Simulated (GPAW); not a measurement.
Input and output of a self-consistent single point for CdGeAs2 (I-42d, 8 atoms in the cell) (GPAW).

Level of theory: PBE, GPAW PAW datasets PBE (gpaw-data 1.0.1) (plane waves; GPAW).

The change in words: lattice scaled by 1.015; ecut: 600 eV → 360 eV. Reference geometry:
```
CELL_PARAMETERS angstrom
     -2.95899     2.95899     5.60765
      2.95899    -2.95899     5.60765
      2.95899     2.95899    -5.60765
ATOMIC_POSITIONS crystal
  Cd 0.25000 0.75000 0.50000
  Cd 0.50000 0.50000 0.00000
  Ge 0.00000 0.00000 0.00000
  Ge 0.75000 0.25000 0.50000
  As 0.87500 0.34622 0.97122
  As 0.65378 0.62500 0.52878
  As 0.37500 0.90378 0.02878
  As 0.09622 0.12500 0.47122
```

Reference input (self-consistent single point, DFT PBE, plane waves, GPAW PAW datasets PBE (gpaw-data 1.0.1)): mode = pw; ecut = 600 eV; xc = PBE; kpts = 5 5 5; mesh shift (steps) = 0 0 0; occupations.name = marzari-vanderbilt; occupations.width = 0.1 eV; nbands = -16; convergence.forces = 0.001 eV/Å; symmetry.symmorphic = false; symmetry.tolerance = 0.0005; maxiter = 100. This run's input differs from it in these lines:

```diff
@@ -5,5 +5,5 @@
 atoms = Atoms(['Cd', 'Cd', 'Ge', 'Ge', 'As', 'As', 'As', 'As'],
-              cell=[[-2.958986, 2.958986, 5.607652],
-                    [2.958986, -2.958986, 5.607652],
-                    [2.958986, 2.958986, -5.607652]],
+              cell=[[-3.003371, 3.003371, 5.691767],
+                    [3.003371, -3.003371, 5.691767],
+                    [3.003371, 3.003371, -5.691767]],
               scaled_positions=[[0.250000, 0.750000, 0.500000],
@@ -18,3 +18,3 @@
 
-calc = GPAW(mode={'name': 'pw', 'ecut': 600},
+calc = GPAW(mode={'name': 'pw', 'ecut': 360},
             xc='PBE',
```

The program printed (abridged):

```
     iter     time        total  log10-change:
                         energy   eigst   dens  force
iter:   1 --:--:--   -30.659188
iter:   2 --:--:--   -30.511098   -2.45  -1.10
iter:   3 --:--:--   -30.109374   -1.36  -1.12
iter:   4 --:--:--   -30.016347   -3.54  -1.54
iter:   5 --:--:--   -30.016516   -2.03  -1.55
iter:   6 --:--:--   -29.935479   -2.96  -2.09
iter:   7 --:--:--   -29.929105   -3.71  -2.19
iter:   8 --:--:--   -29.929290c  -5.11  -2.69
iter:   9 --:--:--   -29.928996c  -4.20  -2.76
iter:  10 --:--:--   -29.928780c  -5.72  -3.23
iter:  11 --:--:--   -29.928746c  -6.42  -3.52
iter:  12 --:--:--   -29.928751c  -7.84c -3.56
iter:  13 --:--:--   -29.928693c  -5.81  -3.61
iter:  14 --:--:--   -29.928693c  -7.20  -3.75
iter:  15 --:--:--   -29.928694c  -7.73c -3.78
iter:  16 --:--:--   -29.928698c  -6.54  -3.86
iter:  17 --:--:--   -29.928694c  -7.31  -4.26c
iter:  18 --:--:--   -29.928694c  -8.34c -4.50c
iter:  19 --:--:--   -29.928694c  -8.40c -4.55c -2.59
iter:  20 --:--:--   -29.928693c  -8.90c -4.95c -3.94c
Converged after 20 iterations.

Dipole moment: (1.899383, -1.899383, -0.000000) |e|*Ang

Energy contributions relative to reference atoms: (reference = -664553.406778)

Kinetic:        +76.365357
Potential:      -70.542315
External:        +0.000000
XC:             -36.390515
Entropy (-ST):   +0.002059
Local:           +0.636721
SIC:             +0.000000
--------------------------
Free energy:    -29.928693
Extrapolated:   -29.928693

Showing only first 2 kpts
 Kpt  Band  Eigenvalues  Occupancy
  0    24      4.55669    1.73906
  0    25      4.55670    1.73893
  0    26      4.77231    0.00793
  0    27      6.06615    0.00000

  1    24      3.97904    2.00000
  1    25      4.41235    2.06577
  1    26      5.95616    0.00000
  1    27      6.38755    0.00000

Fermi level: 4.62236

Gap: 0.216 eV
Transition (v -> c):
   [... lines left out ...]
  2 Ge    0.00000    0.00000    0.00000
  3 Ge    0.00000    0.00000    0.00000
  4 As    0.18280    0.00000    0.00000
  5 As   -0.00000   -0.18280    0.00000
  6 As   -0.18280    0.00000    0.00000
  7 As    0.00000    0.18280    0.00000

Stress tensor:
    -0.000444     0.000000    -0.000000
     0.000000    -0.000444     0.000000
    -0.000000     0.000000    -0.000286
Stress (GPa, Voigt): [-0.0711 -0.0711 -0.0458  0.     -0.      0.    ]
```

The run converged in 20 iterations. GPAW prints stress with tension positive. Against the reference run the free energy goes up by 34.5 meV/atom and the largest force goes from 0.234 to 0.183 eV/Å.

At such cutoffs GPAW's stress carries a finite-basis (Pulay) error, which enters relaxed cells too; its log prints stress with tension positive.

The starting cell comes from a database of computed structures (which also holds hypothetical and non-ambient phases and stackings), without a prior relaxation at this level. Its lattice was rescaled by a random factor within 2.5 % of one. For this run, on top of that: lattice scaled by 1.015. The run gives no clean gap (levels at the Fermi energy touch, overlap or are partly filled at this smearing), which alone does not show that the compound is a metal. The log's line on a gap gives a spacing of levels on this mesh, which the program prints for metals too.

Cost on one core of a shared machine: roughly 40 s.
